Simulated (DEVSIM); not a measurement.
Device: abrupt Si p-n junction, at 350 K.

```
layer (left to right)  material  thickness (μm)  Nd (cm⁻³)  Na (cm⁻³)  τn (s)  τp (s)
---------------------  --------  --------------  ---------  ---------  ------  ------
1                            Si            47.0          -     7.4e16  1.6e-7  1.6e-7
2                            Si             240     1.7e17          -  1.6e-7  4.8e-8
```

Left contact: ohmic. Right contact: ohmic. Voltage is applied to the left contact. Recombination: SRH at mid-gap, radiative, Auger. Mobility is constant in doping.

The device is made up for the run: typed textbook-type constants, with dimensions and the other settings drawn at random. Values at 300 K; Nc and Nv go as T^1.5, mobilities as T to minus their exponent, the gap by Varshni's rule with the affinity fixed.

```tsv
parameter	Si
gap (eV)	1.124
affinity (eV)	4.05
permittivity	11.7
Nc (cm⁻³)	2.86e19
Nv (cm⁻³)	3.1e19
μn (cm²/Vs)	1417
μp (cm²/Vs)	470
T exponent of μn	2.3
T exponent of μp	2.2
B (cm³/s)	4.7e-15
Cn (cm⁶/s)	2.8e-31
Cp (cm⁶/s)	9.9e-32
Varshni α (eV/K)	0.000473
Varshni β (K)	636
```

DEVSIM, 1D drift-diffusion, Boltzmann statistics, complete ionisation; no tunnelling, impact ionisation, image-force lowering or self-heating.

Problem. Tabulate band edges, carrier densities and field at zero bias.

Solution. Energies count from the Fermi level of the right contact; mesh points crowd at the junctions.

| x (μm) | Ec (eV) | Ev (eV) | n (cm⁻³) | p (cm⁻³) | field (V/cm) |
|---|---|---|---|---|---|
| 0.000 | 0.922 | -0.189 | 1900000 | 7.4e16 | ≈ 0 |
| 0.06826 | 0.922 | -0.189 | 1900000 | 7.4e16 | ≈ 0 |
| 0.3304 | 0.922 | -0.189 | 1900000 | 7.4e16 | ≈ 0 |
| 1.337 | 0.922 | -0.189 | 1900000 | 7.4e16 | ≈ 0 |
| 7.838 | 0.922 | -0.189 | 1900000 | 7.4e16 | ≈ 0 |
| 28.61 | 0.922 | -0.189 | 1900000 | 7.4e16 | ≈ 0 |
| 42.23 | 0.922 | -0.189 | 1900000 | 7.4e16 | ≈ 0 |
| 46.23 | 0.922 | -0.189 | 1900000 | 7.4e16 | ≈ 0 |
| 46.82 | 0.922 | -0.189 | 1900000 | 7.4e16 | -49 |
| 46.97 | 0.666 | -0.444 | 9.2e9 | 1.6e13 | -72000 |
| 47.02 | 0.261 | -0.850 | 6.4e15 | 2.2e7 | -61000 |
| 47.21 | 0.162 | -0.949 | 1.7e17 | 840000 | ≈ 0 |
| 47.88 | 0.162 | -0.949 | 1.7e17 | 840000 | ≈ 0 |
| 50.47 | 0.162 | -0.949 | 1.7e17 | 840000 | ≈ 0 |
| 68.00 | 0.162 | -0.949 | 1.7e17 | 840000 | ≈ 0 |
| 127.8 | 0.162 | -0.949 | 1.7e17 | 840000 | ≈ 0 |
| 240.1 | 0.162 | -0.949 | 1.7e17 | 840000 | ≈ 0 |
| 274.8 | 0.162 | -0.949 | 1.7e17 | 840000 | ≈ 0 |
| 284.9 | 0.162 | -0.949 | 1.7e17 | 840000 | ≈ 0 |
| 286.5 | 0.162 | -0.949 | 1.7e17 | 840000 | ≈ 0 |
| 286.9 | 0.162 | -0.949 | 1.7e17 | 840000 | ≈ 0 |
| 287.0 | 0.162 | -0.949 | 1.7e17 | 840000 | ≈ 0 |
